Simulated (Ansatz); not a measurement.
Adsorption energy and surface dipole of H on the 1x1 (110) surface of 3C silicon carbide (cut with top plane C + Si), one in a 2x2 cell, started at the site 'top C', worked from the runs' numbers; total energies count from the potentials' own zero.

Host crystal: 3C silicon carbide, with a band gap (PBE, scalar-relativistic without spin-orbit coupling).

Computed with PBE (plane waves to 420 eV, PAW; Ansatz, a program for electronic structure).

Model: 49-atom slab, 7.7 Å thick at the start under the adsorbate (thin: gaps and levels are the slab's own), 3x3x1 mesh, Fermi-Dirac 0.01 eV, dipole correction, 24 atoms held, the rest relaxed; symmetry of the start imposed; spin-polarised, ending with about 0.1 μB a cell, a value that depends on the mesh; orders that need a larger cell were not tried, no spin-orbit, no U, no dispersion correction. The slab shows no gap over 0.04 eV on its mesh. At the end it is bonded to C. In PBE it is, or lies within 0.03 eV of, the lowest of the starts that converged.

```json
[
 {"quantity": "slab with the adsorbate", "value": "-21289.324 eV"},
 {"quantity": "clean slab, same cell and mesh", "value": "-21272.177 eV"},
 {"quantity": "reference, ½ H2(g)", "value": "-15.872 eV"},
 {"quantity": "area of the cell", "value": "54.26 Å²"},
 {"quantity": "change of the step from the bottom to the top vacuum level", "value": "-0.950 eV"}
]
```

Question: What is the adsorption energy against this reference?

Answer: E(slab + adsorbate) − E(slab) − E(reference) = -1.28 eV, so in this state the adsorbate is more stable than in the reference, at a coverage of 1.84 a nm².

Question: What dipole does adsorption add to the slab along the outward normal (Helmholtz relation, ε₀ = 0.005526 e/(V·Å))?

Answer: p = −ε₀·A·ΔV = 0.285 e·Å = 1.37 D; its positive end points to the vacuum, which lowers the vacuum level.
